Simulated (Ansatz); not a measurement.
Here is the system:

```yaml
crystal:
  lattice:
    - [0.00000, 2.63105, 2.63105]
    - [2.63105, 0.00000, 2.63105]
    - [2.63105, 2.63105, 0.00000]
  atoms:
    - { symbol: P, position: [0.25000, 0.25000, 0.25000] }
    - { symbol: Al, position: [0.00000, 0.00000, 0.00000] }
```

No spin polarisation.

All numbers come from Ansatz (an electronic-structure program) PBE, no spin-orbit coupling. Γ-centred 10×10×10 mesh, Fermi–Dirac width 0.05 eV.

### Question
Predict the gap character.

### Answer
Indirect, Γ → X.

### Question
Estimate the electron mass.

### Answer
0.71 mₑ along k, 0.23 mₑ across (at X).

### Question
Predict the width of the top valence band.

### Answer
3.19 eV.

Load acts through the strain it causes; cell and atoms are relaxed under it. Masses are band curvatures over ±0.01 Å⁻¹ around the edge. Along k means along the line from Γ to the band edge. No phonon test of stability was made. Measured, AlP leaves this structure (for the NiAs type) near 14.2 GPa (temperature not stated; as listed in Datta, Sujoy, Jana, Debnarayan, arXiv (2020)), on rising pressure, with hysteresis. The cell was made from AlP in the zinc blende structure (space group F-43m, No. 216) by this change: pressure 15 GPa.
